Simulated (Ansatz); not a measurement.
Start from a 16-atom supercell of ZnS in the zinc blende structure (space group F-43m, No. 216) at its relaxed geometry.

```
ZnS
1.0
    0.00000     5.44344     5.44344
    5.44344     0.00000     5.44344
    5.44344     5.44344     0.00000
S Zn
8 8
Direct
  0.37500   0.37500   0.37500
  0.37500   0.37500   0.87500
  0.37500   0.87500   0.37500
  0.37500   0.87500   0.87500
  0.87500   0.37500   0.37500
  0.87500   0.37500   0.87500
  0.87500   0.87500   0.37500
  0.87500   0.87500   0.87500
  0.00000   0.00000   0.00000
  0.00000   0.00000   0.50000
  0.00000   0.50000   0.00000
  0.00000   0.50000   0.50000
  0.50000   0.00000   0.00000
  0.50000   0.00000   0.50000
  0.50000   0.50000   0.00000
  0.50000   0.50000   0.50000
```

Level of theory: PBE, PAW, 420 eV (Ansatz, an electronic-structure program; no SOC).

One neutral defect a cell, atoms relaxed at fixed cell.

One change was made to it. Results:

```csv
quantity,base,after
pressure,0.0 GPa,0.6 GPa
largest displacement of a host atom from its site in the perfect cell,–,0.01 Å
```

Question: Which of these changes matches the shifts?
(A) Ge on a Zn site
(B) H interstitial (started 2.36 Å from the nearest host atom)
(C) S vacancy

Answer: B, H interstitial (started 2.36 Å from the nearest host atom). For comparison, the pressure in the other runs: Ge on a Zn site gives 3.4 GPa; S vacancy gives -1.0 GPa.

Other magnetic orders, which the real material may have, were not ruled out. In so small a cell the defect repeats every few ångströms: this is an ordered compound, not a dilute defect. A case with no gap was solved on a k-mesh chosen for an insulator, which is coarse for it. Seeded moments were not kept for Ge on a Zn site and S vacancy.
